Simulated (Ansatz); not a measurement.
## Point defects in ZnS

The parent structure is a 24-atom supercell of ZnS in the zinc blende structure (space group F-43m, No. 216) at its relaxed geometry.

```yaml
crystal:
  lattice:
    - [0.00000, 5.44344, 5.44344]
    - [5.44344, -5.44344, 5.44344]
    - [5.44344, 5.44344, 0.00000]
  atoms:
    - { symbol: S, position: [0.50000, 0.25000, 0.50000] }
    - { symbol: S, position: [0.50000, 0.25000, 0.00000] }
    - { symbol: S, position: [0.66667, 0.58333, 0.66667] }
    - { symbol: S, position: [0.66667, 0.58333, 0.16667] }
    - { symbol: S, position: [0.83333, 0.91667, 0.83333] }
    - { symbol: S, position: [0.83333, 0.91667, 0.33333] }
    - { symbol: S, position: [0.00000, 0.25000, 0.50000] }
    - { symbol: S, position: [0.00000, 0.25000, 0.00000] }
    - { symbol: S, position: [0.16667, 0.58333, 0.66667] }
    - { symbol: S, position: [0.16667, 0.58333, 0.16667] }
    - { symbol: S, position: [0.33333, 0.91667, 0.83333] }
    - { symbol: S, position: [0.33333, 0.91667, 0.33333] }
    - { symbol: Zn, position: [0.00000, 0.00000, 0.00000] }
    - { symbol: Zn, position: [0.00000, 0.00000, 0.50000] }
    - { symbol: Zn, position: [0.16667, 0.33333, 0.16667] }
    - { symbol: Zn, position: [0.16667, 0.33333, 0.66667] }
    - { symbol: Zn, position: [0.33333, 0.66667, 0.33333] }
    - { symbol: Zn, position: [0.33333, 0.66667, 0.83333] }
    - { symbol: Zn, position: [0.50000, 0.00000, 0.00000] }
    - { symbol: Zn, position: [0.50000, 0.00000, 0.50000] }
    - { symbol: Zn, position: [0.66667, 0.33333, 0.16667] }
    - { symbol: Zn, position: [0.66667, 0.33333, 0.66667] }
    - { symbol: Zn, position: [0.83333, 0.66667, 0.33333] }
    - { symbol: Zn, position: [0.83333, 0.66667, 0.83333] }
```

One neutral defect a cell, atoms relaxed at fixed cell.

Level of theory: PBE (Ansatz, a first-principles code; PAW; 420 eV plane waves; no SOC).

```tsv
case	gap of the supercell	pressure	largest displacement of a host atom from its site in the perfect cell
perfect supercell	2.02 eV	0.0 GPa	–
Cd on a Zn site, symmetric start	1.96 eV	1.6 GPa	0.18 Å
Cu on a Zn site, symmetric start	zero	-0.7 GPa	0.04 Å
S on a Zn site (antisite)	?	?	0.18 Å
H interstitial (started 2.36 Å from the nearest host atom)	0.67 eV	0.4 GPa	0.04 Å
```

### Question
Some entries are withheld; estimate them.

### Answer

- S on a Zn site (antisite), gap of the supercell: 1.20 eV
- S on a Zn site (antisite), pressure: 1.2 GPa

The magnetic state is the one reached from the starting moments; the real material's order can differ, and small cells can't hold many antiferromagnetic ones. The cell is small, so the values are those of an ordered compound at a high defect concentration; dilute-limit values will differ. A case with no gap was solved on a k-mesh chosen for an insulator, which is coarse for it. Defects with a symmetric start kept the site's symmetry and may sit on a saddle; the others started slightly shaken. Starting moments died away, wholly or in part, for Cd on a Zn site and S on a Zn site (antisite); another magnetic solution may exist. Where the two band edges lie in opposite spin channels, the gap is a spin-flip gap.
